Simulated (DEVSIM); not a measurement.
Device: Si p-i-n diode, at 300 K.

```csv
layer (left to right),material,thickness (μm),Nd (cm⁻³),Na (cm⁻³),τn (s),τp (s)
1,Si,0.570,-,1.1e18,4.9e-5,4.9e-5
2,Si,0.260,1.9e13,-,4.9e-5,1.5e-6
3,Si,0.900,8.5e17,-,4.9e-5,4.9e-5
```

Left contact: ohmic. Right contact: ohmic. Voltage is applied to the left contact. Recombination: SRH at mid-gap, radiative. Gap narrowing is on: ΔEg = 6.92 meV × (l + √(l² + 0.5)), l = ln(N/1.3e17 cm⁻³), shared equally by both band edges. Mobility is μmin + (μ − μmin)/(1 + (N/Nref)^α).

The device is made up for the run: typed textbook-type constants, with dimensions and the other settings drawn at random. Values at 300 K.

| parameter | Si |
|---|---|
| gap (eV) | 1.124 |
| affinity (eV) | 4.05 |
| permittivity | 11.7 |
| Nc (cm⁻³) | 2.86e19 |
| Nv (cm⁻³) | 3.1e19 |
| μn (cm²/Vs) | 1417 |
| μp (cm²/Vs) | 470 |
| μn,min | 52 |
| μp,min | 45 |
| Nref,n | 9.7e16 |
| Nref,p | 2.2e17 |
| αn | 0.68 |
| αp | 0.72 |
| B (cm³/s) | 4.7e-15 |

Simulated with DEVSIM: 1D drift-diffusion, Boltzmann statistics, complete ionisation; no tunnelling, impact ionisation, image-force lowering or self-heating.

Question: Tabulate band edges, carrier densities and field at 0.9 V on the left contact.

Answer: Energies count from the Fermi level of the right contact; mesh points crowd at the junctions.

| x (μm) | Ec (eV) | Ev (eV) | n (cm⁻³) | p (cm⁻³) | field (V/cm) |
|---|---|---|---|---|---|
| 0.000 | 0.107 | -0.986 | 340 | 1.1e18 | 180 |
| 0.02330 | 0.108 | -0.986 | 9.9e15 | 1.1e18 | 180 |
| 0.06722 | 0.109 | -0.985 | 2.8e16 | 1.1e18 | 170 |
| 0.1500 | 0.110 | -0.984 | 6.1e16 | 1.2e18 | 160 |
| 0.3474 | 0.113 | -0.981 | 1.3e17 | 1.2e18 | 150 |
| 0.4643 | 0.115 | -0.979 | 1.7e17 | 1.3e18 | 140 |
| 0.5263 | 0.116 | -0.978 | 2.0e17 | 1.3e18 | 130 |
| 0.5655 | 0.113 | -0.980 | 2.3e17 | 1.2e18 | -7700 |
| 0.5845 | 0.108 | -1.015 | 2.8e17 | 3.0e17 | -1700 |
| 0.6179 | 0.108 | -1.016 | 2.9e17 | 2.9e17 | 81 |
| 0.6765 | 0.108 | -1.016 | 2.9e17 | 2.9e17 | 85 |
| 0.7687 | 0.109 | -1.015 | 2.9e17 | 2.9e17 | 85 |
| 0.8079 | 0.109 | -1.015 | 2.9e17 | 2.9e17 | -320 |
| 0.8300 | 0.083 | -1.014 | 8.0e17 | 2.9e17 | -20000 |
| 0.8663 | 0.076 | -1.021 | 1.1e18 | 2.1e17 | 140 |
| 0.9236 | 0.077 | -1.020 | 1.0e18 | 2.0e17 | 140 |
| 1.025 | 0.079 | -1.018 | 1.0e18 | 1.8e17 | 150 |
| 1.230 | 0.082 | -1.015 | 9.8e17 | 1.3e17 | 160 |
| 1.536 | 0.087 | -1.010 | 9.1e17 | 5.7e16 | 190 |
| 1.641 | 0.089 | -1.008 | 8.8e17 | 2.7e16 | 200 |
| 1.696 | 0.090 | -1.007 | 8.6e17 | 1.0e16 | 210 |
| 1.730 | 0.091 | -1.006 | 8.5e17 | 390 | 210 |
